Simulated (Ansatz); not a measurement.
**A computed series for MoTe2: response to strain**

Base system: MoTe$_{2}$ (space group P6_3/mmc, No. 194; a = 3.497 Å, c = 13.696 Å; layered, stacked along the Cartesian z axis).

Strains are applied to the cell and any free atomic positions relax.

Computed with PBE-D3(BJ) in Ansatz (plane waves to 420 eV, PAW, scalar-relativistic without spin-orbit coupling).

Notes on the quantities. pressure: mean of the normal stresses, compression positive; energy relative to the base: free energy F.

```
change                     pressure  band gap  energy relative to the base
------------------------  ---------  --------  ---------------------------
base                       0.00 GPa   0.60 eV                   0 meV/atom
isotropic strain +0.60 %  -0.86 GPa   0.63 eV                +1.2 meV/atom
isotropic strain +1.20 %  -1.65 GPa   0.65 eV                +4.7 meV/atom
isotropic strain +1.80 %  -2.36 GPa   0.67 eV                 +10 meV/atom
isotropic strain +2.40 %          …         …                            …
```

**Question.** Fill in the withheld entries from the trend.

**Answer.** 
- isotropic strain +2.40 %, pressure: -3.00 GPa
- isotropic strain +2.40 %, band gap: 0.69 eV
- isotropic strain +2.40 %, energy relative to the base: +18 meV/atom

Spin-orbit coupling, missing from the scalar runs, can matter with Te. No phonon test of stability was made. The D3 term's C6 switches between coordination references near this geometry, which can add small steps to energies.

Ansatz is an electronic-structure program.
